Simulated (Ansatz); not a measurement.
Take TiS₂ in the CdI2 type structure (space group P-3m1, No. 164; layered, stacked along the Cartesian z axis) as the base.

```yaml
crystal:
  lattice:
    - [3.36059, 0.00000, 0.00000]
    - [-1.68029, 2.91036, 0.00000]
    - [0.00000, 0.00000, 5.52244]
  atoms:
    - { symbol: Ti, position: [0.00000, 0.00000, 0.00000] }
    - { symbol: S, position: [0.33333, 0.66667, 0.25857] }
    - { symbol: S, position: [0.66667, 0.33333, 0.74143] }
```

Cartesian axes are those of the cell as printed.

The values are results of PBE-D3(BJ), PAW, 420 eV (Ansatz, a program for electronic structure; no spin-orbit coupling), not measurements.

Before the change:

The shortest interatomic distance comes out as 2.409 Å.

It is then changed as follows: uniaxial stress, 2 GPa tension along z; all other stress components relax to zero.

Problem. Estimate the effect on the energy relative to the base.

Solution. The energy goes up by 8.0 meV/atom.

Problem. Predict the new shortest interatomic distance.

Solution. The shortest interatomic distance rises by 0.004 Å (2.409 Å → 2.413 Å).

Load acts through the strain it causes; cell and atoms are relaxed under it. Beyond what the load breaks, stability against distortions was not tested. The final runs are not spin-polarised.
